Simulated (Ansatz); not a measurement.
AlB2-type ZrB₂: LDA at its full settings (plane-wave cutoff 520 eV, 24×24×16 k mesh (along the axes of the cell as run), Fermi–Dirac smearing 0.05 eV, scalar-relativistic PAW data made under PBE) and at cheaper ones, in a cell of 3 atoms with Γ-centred meshes.

| level and setting | lattice constant a (Å) | lattice parameter c (Å) | bulk modulus B0 (GPa) |
|---|---|---|---|
| LDA (Ansatz) | 3.133 | 3.488 | 261 |
| LDA (250 eV cutoff) (Ansatz) | 3.135 | 3.516 | 253 |
| LDA (Γ point alone) (Ansatz) | 3.273 | 3.344 | 173 |
| LDA (4×4×4 k mesh) (Ansatz) | 3.123 | 3.513 | 261 |

Largest shifts from the full settings: lattice constant a +4.47 % (LDA (Γ point alone)), against a difference of -1.17 % of the full result from the reference 3.17 Å (measured, room temperature, no zero-point or thermal correction; as tabulated in Zhang et al. (2020), arXiv:1911.03307); lattice parameter c -4.13 % (LDA (Γ point alone)), against a difference of -1.25 % of the full result from the reference 3.532 Å (measured, room temperature, no zero-point or thermal correction; as tabulated in Zhang et al. (2020), arXiv:1911.03307); bulk modulus -34 % (LDA (Γ point alone)).

The full settings aren't shown to be converged themselves.

Ansatz's density-functional and Hartree–Fock values are scalar-relativistic unless marked +SOC, with PAW data made under PBE.

Run with cheap settings on purpose, which may leave them unconverged: LDA (250 eV cutoff), LDA (4×4×4 k mesh), LDA (Γ point alone).

Ansatz is a quantum-chemistry and plane-wave program.
